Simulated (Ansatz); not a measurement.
The parent structure is SiS2 (space group Ibam, No. 72; a = 6.387 Å, b = 11.126 Å, c = 5.592 Å; made of chains).

Calculations: plane-wave PAW DFT at the PBE level (Ansatz, a first-principles code, 420 eV), scalar-relativistic without spin-orbit coupling, earlier PAW set.

Before the change:

```
Property                         Result
-----------------------------  --------
Shortest interatomic distance  214.9 pm
Band gap                        3.10 eV
```

Modification: C takes the place of Si on all its sites; the structure is relaxed again.

Task: Estimate the effect on the shortest interatomic distance and band gap.

Result: The shortest interatomic distance drops by 31.7 pm to 183.2 pm; the band gap shrinks by 1.36 eV to 1.74 eV.

Stability against distortions was not tested. As relaxed here, CS2 is a hypothetical phase, not in the database extracts checked. No dispersion term is included, though the crystal is made of layers, chains or molecules, so its spacings can come out too wide.
